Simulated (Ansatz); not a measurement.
Consider Sc in the hcp (Mg type) structure (space group P6_3/mmc, No. 194; a = 3.318 Å, c = 5.186 Å; relaxed with 0.1 eV smearing). Axes: x lies along a and z along c of the hexagonal cell.

The values are results of PBE (Ansatz, an electronic-structure program, PAW, spin-orbit coupling left out), not measurements.

It is then changed as follows: the cell is stretched by 2.00 % along z with no lateral relaxation, atoms relaxed at fixed cell.

**Question.** Predict the stress tensor and what it implies for the stiffness.

**Answer.** Stress of the strained cell less that of the base (GPa, compression positive):
```
   -0.5     0.0     0.0
    0.0    -0.5     0.0
    0.0     0.0    -1.9
```

Then −Δσ_ii/ε with ε = 0.0200 gives secant stiffness values (nonlinear terms included at this strain): C33 ≈ 93 GPa, C13 ≈ 27 GPa and C23 ≈ 27 GPa.

Stability against distortions was not tested. All final runs are without spin polarisation.
